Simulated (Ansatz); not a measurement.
Si vacancy + O on the C site (V_Si+O_C) in 3C silicon carbide: one set of geometries, relaxed with PBE, evaluated in Ansatz (PAW, plane waves to 420 eV, 500 eV under r2SCAN) with PBE, r2SCAN.

Details: 64-site cell; 2×2×2 shifted k-points; start: the Si site; C 1.90 Å away; charged states image-corrected; not converged in cell size; relaxed from one start, so a lower configuration may exist; flagged in the runs: a strain field that reaches the edge of the cell.

```
quantity                                                                        PBE  r2SCAN
-----------------------------------------------------------------------------  ----  ------
host gap (eV)                                                                  1.37    1.72
ε(+1/0) above the VBM (eV)                                                     0.51    0.77
largest moment on one atom at charge +1 (μB)                                   0.34    0.40
neutral formation energy against graphite, O2 molecule in a box, silicon (eV)  2.31    2.33
largest moment on one atom at charge 0 (μB)                                    0.29    0.32
```

PBE narrows the gap by 0.35 eV against r2SCAN, the highest level run, and puts the levels 0.26 eV lower above the valence-band maximum on average.

Ansatz is a quantum-chemistry and plane-wave program.
